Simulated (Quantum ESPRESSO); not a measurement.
Checking a run of Quantum ESPRESSO on Ti2O3 (Pnma, 20 atoms in the cell). The aim is a self-consistent single point with DFT, PBEsol, plane waves, GBRV 1.5 ultrasoft (PBESOL) pseudopotentials.

The input file:

```fortran
&CONTROL
    calculation = 'scf',
    prefix = 'ti2o3',
    outdir = './tmp/',
    pseudo_dir = './',
    tprnfor = .true.,
    tstress = .true.,
/
&SYSTEM
    ibrav = 0,
    nat = 20,
    ntyp = 2,
    ecutwfc = 50,
    ecutrho = 400,
    occupations = 'smearing',
    smearing = 'cold',
    degauss = 0.0036749,
    tot_charge = -1,
/
&ELECTRONS
    conv_thr = 1.0d-9,
    mixing_beta = 0.3,
/
ATOMIC_SPECIES
Ti    47.8670  ti_pbesol_v1.4.uspp.F.UPF
O     15.9990  o_pbesol_v1.2.uspp.F.UPF
CELL_PARAMETERS {bohr}
  14.480890035     0.000000000     0.000000000
   0.000000000     5.249438076     0.000000000
   0.000000000     0.000000000    15.065643107
ATOMIC_POSITIONS {crystal}
Ti    0.030690000    0.250000000    0.684070000
Ti    0.969310000    0.750000000    0.315930000
Ti    0.469310000    0.750000000    0.184070000
Ti    0.530690000    0.250000000    0.815930000
Ti    0.196450000    0.250000000    0.019080000
Ti    0.803550000    0.750000000    0.980920000
Ti    0.303550000    0.750000000    0.519080000
Ti    0.696450000    0.250000000    0.480920000
O     0.942190000    0.250000000    0.124520000
O     0.057810000    0.750000000    0.875480000
O     0.557810000    0.750000000    0.624520000
O     0.442190000    0.250000000    0.375480000
O     0.121180000    0.250000000    0.447170000
O     0.878820000    0.750000000    0.552830000
O     0.378820000    0.750000000    0.947170000
O     0.621180000    0.250000000    0.052830000
O     0.793050000    0.250000000    0.809530000
O     0.206950000    0.750000000    0.190470000
O     0.706950000    0.750000000    0.309530000
O     0.293050000    0.250000000    0.690470000
K_POINTS {automatic}
3 8 3  0 0 0
```

Output (repeated stretches shortened):

```
     Message from routine setup:
     using ibrav=0 with symmetry is DISCOURAGED, use correct ibrav instead
     G-vector sticks info
     --------------------
     sticks:   dense  smooth     PW     G-vecs:    dense   smooth      PW
   [... lines left out ...]
        15        O      tau(  15) = (   0.3788200   0.2718810   0.9854177  )
        16        O      tau(  16) = (   0.6211800   0.0906270   0.0549633  )
        17        O      tau(  17) = (   0.7930500   0.0906270   0.8422196  )
        18        O      tau(  18) = (   0.2069500   0.2718810   0.1981614  )
        19        O      tau(  19) = (   0.7069500   0.2718810   0.3220291  )
        20        O      tau(  20) = (   0.2930500   0.0906270   0.7183519  )

     number of k points=    20  Marzari-Vanderbilt smearing, width (Ry)=  0.0037
                       cart. coord. in units 2pi/alat
        k(    1) = (   0.0000000   0.0000000   0.0000000), wk =   0.0277778
        k(    2) = (   0.0000000   0.0000000   0.3203954), wk =   0.0555556
        k(    3) = (   0.0000000   0.3448200   0.0000000), wk =   0.0555556
   [... 17 lines left out ...]

     Dense  grid:   154779 G-vectors     FFT dimensions: (  96,  36,  96)

     Smooth grid:    54697 G-vectors     FFT dimensions: (  72,  24,  72)

     Initial potential from superposition of free atoms

     starting charge     159.9996, renormalised to     169.0000

     negative rho (up, down):  8.076E-03 0.000E+00
     Self-consistent Calculation

     iteration #  1     ecut=    50.00 Ry     beta= 0.30

     negative rho (up, down):  8.421E-03 0.000E+00

     total energy              =   -1340.97879642 Ry
     estimated scf accuracy    <       2.10999401 Ry

     iteration #  2     ecut=    50.00 Ry     beta= 0.30

     negative rho (up, down):  7.655E-03 0.000E+00

     total energy              =   -1341.20865365 Ry
     estimated scf accuracy    <       0.56070564 Ry

     iteration #  3     ecut=    50.00 Ry     beta= 0.30

     negative rho (up, down):  7.310E-03 0.000E+00

     total energy              =   -1341.26276730 Ry
     estimated scf accuracy    <       0.38435045 Ry

   [... 10 blocks of this kind left out ...]

     iteration # 14     ecut=    50.00 Ry     beta= 0.30

     negative rho (up, down):  5.543E-03 0.000E+00

     total energy              =   -1341.30030209 Ry
     estimated scf accuracy    <       0.00000002 Ry

     iteration # 15     ecut=    50.00 Ry     beta= 0.30

     negative rho (up, down):  5.543E-03 0.000E+00
     End of self-consistent calculation

     the Fermi energy is    17.3013 ev

!    total energy              =   -1341.30030210 Ry
     estimated scf accuracy    <          6.7E-10 Ry
     smearing contrib. (-TS)   =      -0.00016838 Ry
     internal energy E=F+TS    =   -1341.30013371 Ry

     convergence has been achieved in  15 iterations

     negative rho (up, down):  5.543E-03 0.000E+00

     Forces acting on atoms (cartesian axes, Ry/au):

     atom    1 type  1   force =    -0.00684917    0.00000000   -0.00059196
     atom    2 type  1   force =     0.00684917    0.00000000    0.00059196
     atom    3 type  1   force =     0.00684917    0.00000000   -0.00059196
     atom    4 type  1   force =    -0.00684917   -0.00000000    0.00059196
   [... lines left out ...]
     Total force =     0.061357     Total SCF correction =     0.000099
   [... lines left out ...]

     negative rho (up, down):  5.543E-03 0.000E+00
          total   stress  (Ry/bohr**3)                   (kbar)     P=      332.22
   0.00225471   0.00000000   0.00000000          331.68        0.00        0.00
   0.00000000   0.00214881   0.00000000            0.00      316.10        0.00
   0.00000000   0.00000000   0.00237166            0.00        0.00      348.88

   JOB DONE.
```

Is this run sound? If not, what is wrong?

The run is not sound. The fault is an unintended net charge. A charged periodic cell changes the electron count and is neutralised by a uniform background, so energy, forces and pressure belong to another system. To fix it, remove the charge. The run converged in 15 iterations without an error; against the sound input the pressure goes from 13.38 to 33.22 GPa and the largest force goes from 0.541 to 0.649 eV/Å.

An input that runs soundly differs in these lines (not the only fix; some lines may just follow from the change or write a value another way):
```diff
-    tot_charge = -1,
```

With that input, the run converged in 16 iterations: free energy E − TS -18266.4488 eV; top of the valence band (on the code's own zero) 16.62 eV; gap on the k-point mesh 0.19 eV; pressure 13.38 GPa; largest force (vector length) 0.541 eV/Å (DFT, PBEsol, plane waves, GBRV 1.5 ultrasoft (PBESOL) pseudopotentials).

On the sound input: the starting cell comes from a database of computed structures (which also holds hypothetical and non-ambient phases and stackings), without a prior relaxation at this level. Its lattice was rescaled by a random factor within 2.5 % of one. Spin polarisation is off, so a magnetic state, if there is one, cannot be reached. With a pressure of about 13 GPa the cell is away from its equilibrium volume at this level.
